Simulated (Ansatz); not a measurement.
This Ansatz (an electronic-structure program) input is the reference run, HgS (space group P3_221, No. 154; made of chains), computed with Ansatz PBE, no spin-orbit coupling:

Ansatz 0.2 input:
```yaml
crystal:
  lattice:
    - [4.4649200735, 0, 0]
    - [-2.2324600367, 3.8667342095, 0]
    - [0, 0, 9.7582300992]
  atoms:
    - { symbol: Hg, position: [0.769214077, 0, 0.6666666667] }
    - { symbol: Hg, position: [0, 0.769214077, 0.3333333333] }
    - { symbol: Hg, position: [0.230785923, 0.230785923, 0] }
    - { symbol: S, position: [0.4468813001, 0, 0.1666666667] }
    - { symbol: S, position: [0, 0.4468813001, 0.8333333333] }
    - { symbol: S, position: [0.5531186999, 0.5531186999, 0.5] }
basis: { ecutwfc: 420, ecutrho_ratio: 4, xc_grid: 2, fft_grid_basis: typed }
kpoints: { mp_grid: { grid: [9, 9, 4] } }
hamiltonian:
  xc: pbe
  dispersion: none
  pseudopotentials: { kind: paw }
scf: { occupations: { method: fermi_dirac, width: 0.05 }, convergence: { dr2_threshold: 0.0000000006 } }
output: { forces: true, stress: true }
checkpoint: { write: state.ck, write_every: 1000 }
```

**Question.** Write the input for this change: compressive biaxial strain of 1.69 % in the plane normal to [001], as in epitaxy on a mismatched substrate; the out-of-plane cell vector and the atoms relax.

**Answer.** 
Ansatz 0.2 input:
```yaml
crystal:
  lattice:
    - [4.3894629242, 0, 0]
    - [2.1947314621, 3.8013864014, 0]
    - [0, 0, 9.8406871435]
  atoms:
    - { symbol: Hg, position: [0.769214077, 0.230785923, 0.6666666667] }
    - { symbol: Hg, position: [0, 0.769214077, 0.3333333333] }
    - { symbol: Hg, position: [0.230785923, 0, 0] }
    - { symbol: S, position: [0.4468813001, 0.5531186999, 0.1666666667] }
    - { symbol: S, position: [0, 0.4468813001, 0.8333333333] }
    - { symbol: S, position: [0.5531186999, 0, 0.5] }
basis: { ecutwfc: 420, ecutrho_ratio: 4, xc_grid: 2, fft_grid_basis: typed }
kpoints: { mp_grid: { grid: [9, 9, 4] } }
hamiltonian:
  xc: pbe
  dispersion: none
  pseudopotentials: { kind: paw }
scf: { occupations: { method: fermi_dirac, width: 0.05 } }
relax: { f_tol: 0.005, max_steps: 50, cell: { stress_tol: 0.01, fix: [a, b, gamma] } }
output: { forces: true, stress: true }
checkpoint: { write: state.ck, write_every: 1000 }
```
This is the input that was run; other choices of cell and start would serve too.

Whether these cells are dynamically stable was not tested. No dispersion term is included, though the crystal is made of layers, chains or molecules, so its spacings can come out too wide.
